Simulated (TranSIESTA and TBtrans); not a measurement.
## In chain with one bond stretched by 2.0 Å

System: In chain with one bond stretched by 2.0 Å. Leads: straight In chain, spacing 2.755 Å. Geometry: as built, not relaxed.

TranSIESTA and TBtrans, PBE, DZP numerical orbitals (energy shift 0.15 eV), PseudoDojo norm-conserving scalar-relativistic potentials, mesh cutoff 200 Ry, 300 K, no spin polarisation, no spin-orbit coupling; self-consistent non-equilibrium Green functions.

* **Conductance at 300 K (G0 = 2e²/h)**: 0.30
* **Thermopower (μV/K)**: -5.0
* **Mean T from −0.5 to 0.5 eV**: 0.23

Energies count from the leads' Fermi level. Transmissions are for one spin of a degenerate pair. The energy step is 0.01 eV; narrower resonances are cut or missed.

| E (eV) | T | lead channels |
|---|---|---|
| -2.00 | 0.066 | 1 |
| -1.80 | 0.075 | 1 |
| -1.60 | 0.085 | 1 |
| -1.40 | 0.067 | 1 |
| -1.20 | 0 | 0 |
| -1.00 | 0.024 | 1 |
| -0.80 | 0.085 | 1 |
| -0.60 | 0.11 | 1 |
| -0.40 | 0.13 | 1 |
| -0.20 | 0.16 | 3 |
| 0.00 | 0.31 | 3 |
| 0.20 | 0.28 | 3 |
| 0.40 | 0.27 | 3 |
| 0.60 | 0.28 | 3 |
| 0.80 | 0.30 | 3 |
| 1.00 | 0.33 | 3 |
| 1.20 | 0.37 | 3 |
| 1.40 | 0.41 | 3 |
| 1.60 | 0.44 | 3 |
| 1.80 | 0.47 | 3 |
| 2.00 | 0.49 | 3 |

The straight chain is held at its spacing; free chains may zigzag or dimerise. No spin-polarised start was tried, so a magnetic state, if there is one, is missed.
